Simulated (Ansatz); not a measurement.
Start from SiO2 (space group P3_221, No. 154).

```
CELL_PARAMETERS angstrom
      4.94899     0.00000     0.00000
     -2.47450     4.28595     0.00000
      0.00000     0.00000     5.44148
ATOMIC_POSITIONS crystal
  Si 0.00000 0.47043 0.33333
  Si 0.52957 0.52957 0.00000
  Si 0.47043 0.00000 0.66667
  O  0.26679 0.41257 0.21435
  O  0.58743 0.85422 0.88102
  O  0.73321 0.14578 0.45231
  O  0.85422 0.58743 0.11898
  O  0.41257 0.26679 0.78565
  O  0.14578 0.73321 0.54769
```

Cartesian axes are those of the cell as printed.

Level of theory: Ansatz (a first-principles code), PBEsol, PAW, cutoff 420 eV, scalar-relativistic without spin-orbit coupling.

Base values:

```
Item                    Value
-------------  --------------
Band gap              5.72 eV
Electron mass  0.50 mₑ (at Γ)
```

Now apply this change: biaxial strain −0.75 %, plane normal [001], relaxed out of plane (Cartesian); in-plane vectors clamped, the third vector and the atoms free.

Task: How does this affect the band gap?

Result: The band gap grows by 0.04 eV to 5.76 eV.

Task: Estimate the effect on the electron mass.

Result: The electron mass becomes 0.49 mₑ (at Γ) (base: 0.50 mₑ (at Γ)).

Task: What happens to the out-of-plane strain?

Result: The out-of-plane strain amounts to +0.16 %.

Masses are band curvatures over ±0.01 Å⁻¹ around the edge. Stability against distortions was not tested.
